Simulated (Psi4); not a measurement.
Psi4 1.11, BP86/def2-svp: O=C=[OH+], charge +1, multiplicity 1, 4 atoms. The geometry is a generated start, not checked to be a minimum at this level.

```yaml
task: energy
method: bp86
basis: def2-svp
memory: 3 GB
maxiter: 100
keys_of_the_molecule_block: symmetry c1
scf_type: df (default)
guess: auto, which took SAD (default)
scf_initial_accelerator: adiis (default)
e_convergence: 1e-06 (default)
d_convergence: 1e-06 (default)
dft_radial_points: 75 (default)
dft_spherical_points: 302 (default)
basis_functions: 47
grid_points: 86668
```

```xyz
4

O      1.6094    -0.2221     0.0031
C      0.5029    -0.1010     0.0523
O     -0.6724    -0.0371     0.2084
H     -1.4400     0.3602    -0.2638
```

Charge 1 and multiplicity 1 are set for this test and not shown to be the ground state.

One run each on 2 threads. Values of diis_max_vecs tried: 3, 6, 10 (default), 20.

### Question
Predict the course of the SCF iterations along this series.

### Answer
Fewest SCF iterations, within one of each other: 6 with 9, 10 (default) with 8, 20 with 8. The count rises to 16 at 3. All converge to one solution.

```json
[
 {"diis_max_vecs": "3", "SCF iterations": "16", "end": "same solution"},
 {"diis_max_vecs": "6", "SCF iterations": "9", "end": "same solution"},
 {"diis_max_vecs": "10 (default)", "SCF iterations": "8", "end": "same solution"},
 {"diis_max_vecs": "20", "SCF iterations": "8", "end": "same solution"}
]
```
